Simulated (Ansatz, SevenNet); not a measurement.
## ZnIn2O4 (model structure, started from the defect chalcopyrite type, I-4, No. 82, 7 atoms in the cell): properties by level of theory

```csv
level (code),lattice parameter a (Å),lattice parameter c (Å)
SevenNet-l3i5,4.811,10.080
LDA (Ansatz),4.628,?
PBE (Ansatz),4.787,10.095
```

Problem. Fill in the missing entries.

Solution. 
- LDA (Ansatz, a quantum-chemistry and plane-wave program), lattice parameter c (Å): 9.958

Ansatz's density-functional and Hartree–Fock values are scalar-relativistic unless marked +SOC, with PAW data made under PBE.

The computed numbers hold no vibrational or temperature effects.

A model structure was made by putting elements into a prototype or built by hand; it is no filed structure, need not be a known phase, and can be a saddle point held by its symmetry.
